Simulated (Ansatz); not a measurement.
Consider interstitial H in rock-salt TiN, neutral cell. The step: one H atom jumps by itself; the atom moves 1.17 Å along (0.00, 0.00, -0.28) of the unit cell; the moving atom starts with neighbours N at 1.06; 3 Ti at 1.92 Å and ends with N at 1.06; 3 Ti at 1.92 Å. A PBE band in Ansatz (plane-wave PAW, a 3×3×3 k-point mesh shifted by half a step, 64 host sites, 17 SCF runs with any check of the saddle's order, static, no finite-size correction) gives a forward barrier of 0.18 eV. The saddle point's order was not checked, and it lies on a symmetry element of the cell, where a band can be held. Sites that were not tried may lie lower. The order of the sites in energy changes with the mesh.

Single points at the band's start and saddle point can refine it. Rough cost of one point, in units of the band's mean SCF on the same machine:

| Level | Cost of one point |
|---|---|
| PBE, a 4×4×4 k-point mesh shifted by half a step | under 2 |
| r2SCAN at 500 eV, a 3×3×3 k-point mesh shifted by half a step | under 2 |

Q: Which of these move the barrier by more than 0.1 eV, and how far does each move it?

A: Not one does. PBE, a 4×4×4 k-point mesh shifted by half a step: 0.00 eV; r2SCAN at 500 eV, a 3×3×3 k-point mesh shifted by half a step: -0.01 eV. Each functional is compared with PBE at the same k-points.

Ansatz is a first-principles code.
